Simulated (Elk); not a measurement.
Band structure of HfC (Fm-3m, 2 atoms in the cell).

```
CELL_PARAMETERS angstrom
      0.00000     2.30602     2.30602
      2.30602     0.00000     2.30602
      2.30602     2.30602     0.00000
ATOMIC_POSITIONS crystal
  Hf 0.00000 0.00000 0.00000
  C  0.50000 0.50000 0.50000
```

Level of theory: Elk with PBE, all-electron FP-LAPW, Elk's shipped species files, APW+lo basis with extra local orbitals.

Settings: xctype = 20; rgkmax = 8; swidth = 0.00183747 Ha; ngridk = 10 10 10; gmaxvr = 16 1/bohr; nxlo = 2; lorbcnd = true; rmtscf = 0.89; lmaxi = 3; maxscl = 100.

The starting cell comes from a database of computed structures (which also holds hypothetical and non-ambient phases and stackings), without a prior relaxation at this level. Its lattice was rescaled by a random factor within 2.5 % of one. Spin-orbit coupling is off. Values depend on the basis (sphere radii, cutoffs, local orbitals), which need not be converged.

Levels in eV from the Fermi level, bands 12 to 19:
```tsv
point	12	13	14	15	16	17	18	19
Γ	-10.93	1.03	1.03	1.03	1.31	1.31	1.31	3.40
X	-10.58	-2.64	-1.94	-0.08	-0.08	5.39	6.86	6.86
W	-9.69	-3.09	-2.79	-2.79	3.69	3.69	6.87	7.24
K	-9.79	-3.62	-2.79	-1.71	1.55	5.86	6.26	8.44
L	-8.43	-6.33	-3.15	-3.15	5.38	5.38	5.85	6.65
U	-9.79	-3.62	-2.79	-1.71	1.55	5.86	6.26	8.44
```

Bands cross the Fermi level along this path, so the cell is metallic at this level.
